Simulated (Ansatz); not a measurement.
The starting structures come from a database of crystals and need not be the phases stable at ambient conditions.

By PBEsol, the system below comes out a metal.

Data:

```
CELL_PARAMETERS angstrom
      2.87232     0.00000     0.00000
     -0.95744     2.70805     0.00000
      0.95744     1.35403     2.29926
ATOMIC_POSITIONS crystal
  Ti 0.00000 0.00000 0.00000
```

Space group of this cell: Fmmm. The cell is strained (lengths across the current scaled by 1.02, ions clamped); by PBEsol its mean pressure is -7.7 GPa.

The current flows along the normal of the first two printed cell vectors. No spin-orbit coupling; the value is a mean over 0.1 eV about the Fermi level.

State the ballistic conductance per area according to PBEsol run with Ansatz (an electronic-structure program).

1.6 × 10¹⁵ S/m² for both spins.
